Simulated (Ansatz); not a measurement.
Here is the system:

End structure of the (221) surface of bcc V in its 1x1 cell, outermost plane spacing 0.50 Å in the ideal cut:

```
CELL_PARAMETERS angstrom
      4.23865     0.00000     0.00000
      2.11932     6.35797     0.00000
      0.00000     0.00000    26.50000
ATOMIC_POSITIONS crystal
  V  0.38983 0.22016 0.31427
  V  0.76972 0.46025 0.32721
  V  0.16520 0.66951 0.34210
  V  0.55608 0.88761 0.36269
  V  0.94275 0.11426 0.37578
  V  0.33241 0.33495 0.39717
  V  0.72085 0.55812 0.41585
  V  0.10941 0.78106 0.43413
  V  0.49806 0.00375 0.45362
  V  0.88850 0.22294 0.47242
  V  0.27787 0.44422 0.49097
  V  0.66658 0.66689 0.50903
  V  0.05595 0.88817 0.52758
  V  0.44639 0.10736 0.54638
  V  0.83504 0.33005 0.56587
  V  0.22360 0.55299 0.58415
  V  0.61204 0.77616 0.60283
  V  0.00169 0.99685 0.62422
  V  0.38837 0.22350 0.63731
  V  0.77924 0.44160 0.65790
  V  0.17472 0.65086 0.67279
  V  0.55461 0.89095 0.68573
```

Set-up: 22 atoms, 10.5 Å thick at the start (thin: gaps and levels are the slab's own); mesh 9x6x1; 0.1 eV smearing; dipole correction on; single point; on the structure that PBE left under its start's symmetry; no spin, no spin-orbit, no U.

Question: Estimate the work function of the top face that r2SCAN, at the PBE geometry (Ansatz, an electronic-structure program) returns for this input.

Answer: 4.08 eV

Question: Give the surface energy (mean of both faces) at the level r2SCAN, at the PBE geometry.

Answer: 2.88 J/m²
